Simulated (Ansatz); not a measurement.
## Converging the plane-wave cutoff: VMo (Cmm2, 2 atoms in the cell)

```xyz
2
Lattice="1.5296 -2.2129 0.0000 1.5296 2.2129 0.0000 0.0000 0.0000 4.2079" Properties=species:S:1:pos:R:3 pbc="T T T"
V      1.5296     0.0000     2.1539
Mo     0.0000     0.0000     0.0000
```

Level of theory: LDA (PW92), default PAW files made with PBE (plane waves; Ansatz, a program for electronic structure).

Base settings: basis.ecutwfc = 420 eV; kpoints.mp_grid.grid = 11 11 7; hamiltonian.xc = lda; hamiltonian.pseudopotentials = {kind: paw} (the program's default PAW files); scf.occupations.method = gaussian; scf.occupations.width = 0.1 eV.

The second cell is the first with its lattice scaled by 0.98.

The mesh stays at the base's, so the ladder's end is converged at best in this setting alone.

The first pressure column holds Ansatz's estimate of the finite-basis (Pulay) stress, which hides part of the cutoff error; the other is without it.

Only quantities that move along the ladder and can be compared are tabulated.

The count of work is k-points × plane waves × bands × iterations; it is no time. 

The starting cell comes from a database of computed structures (which also holds hypothetical and non-ambient phases and stackings), without a prior relaxation at this level. Its lattice was rescaled by up to half a per cent. One atom was moved a little off its site on purpose. Spin polarisation is off. In the base run, with a pressure of about -8 GPa the cell is away from its equilibrium volume at this level.

Steps (basis.ecutwfc): 145 eV; 170 eV; 190 eV; 210 eV; 230 eV; 250 eV; 295 eV; 335 eV; 380 eV; 420 eV; 460 eV; 505 eV; 565 eV; 630 eV; 735 eV; 840 eV; 1010 eV.

Problem. What is the coarsest basis.ecutwfc that holds the forces within 0.005 eV/Å of the last step, with all finer ones?

Solution. 335 eV, at 0.19 of the last step's count of work; the step before is off by 0.013 eV/Å.

Problem. What is the coarsest basis.ecutwfc that holds the pressure within 0.1 GPa of the last step, with all finer ones?

Solution. 380 eV, at 0.23 of the last step's count of work; the step before is off by 0.12 GPa.

Problem. What is the coarsest basis.ecutwfc that holds the free energy within 0.5 meV/atom of the last step, with all finer ones?

Solution. 565 eV, at 0.42 of the last step's count of work; the step before is off by 0.55 meV/atom.

| basis.ecutwfc | free energy less the last step's (meV/atom) | energy of the compressed cell less the first (meV/atom) | pressure (GPa) | pressure without the Pulay estimate (GPa) | largest difference of a force vector from the last step's (eV/Å) | count of work / last |
|---|---|---|---|---|---|---|
| 145 eV | 27376.55 | -563.81 | -89.98 | -912.92 | 0.581 | 0.070 |
| 170 eV | 13631.37 | -207.94 | -53.43 | -543.54 | 1.151 | 0.092 |
| 190 eV | 7566.57 | -58.51 | -10.02 | -347.24 | 0.743 | 0.10 |
| 210 eV | 3981.66 | 6.21 | -5.77 | -212.16 | 0.248 | 0.10 |
| 230 eV | 1992.72 | 32.94 | -3.11 | -126.04 | 0.022 | 0.13 |
| 250 eV | 964.77 | -0.07 | -6.77 | -73.94 | 0.041 | 0.15 |
| 295 eV | 166.09 | -5.29 | -8.43 | -23.45 | 0.013 | 0.16 |
| 335 eV | 28.95 | -3.88 | -7.97 | -11.40 | 0.002 | 0.19 |
| 380 eV | 3.16 | -3.08 | -7.85 | -8.27 | 0.000 | 0.23 |
| 420 eV | 0.88 | -3.03 | -7.84 | -7.88 | 0.000 | 0.28 |
| 460 eV | 0.64 | -3.03 | -7.84 | -7.85 | 0.000 | 0.31 |
| 505 eV | 0.55 | -3.04 | -7.84 | -7.85 | 0.000 | 0.36 |
| 565 eV | 0.44 | -3.04 | -7.84 | -7.85 | 0.000 | 0.42 |
| 630 eV | 0.26 | -3.06 | -7.85 | -7.86 | 0.000 | 0.51 |
| 735 eV | 0.10 | -3.07 | -7.85 | -7.85 | 0.000 | 0.62 |
| 840 eV | 0.05 | -3.07 | -7.85 | -7.85 | 0.000 | 0.77 |
| 1010 eV | 0.00 | -3.07 | -7.85 | -7.85 | 0.000 | 1.0 |

The energy difference between the two cells stays within 1 meV/atom of the last step's from 335 eV on, the total only from 420 eV on: much of the error is common to both cells and cancels.

At the lowest cutoff the pressure without the Pulay estimate lies 905 GPa under the last step's, the usual sign of Pulay stress in an incomplete plane-wave basis.

Keys are those of Ansatz 0.2.
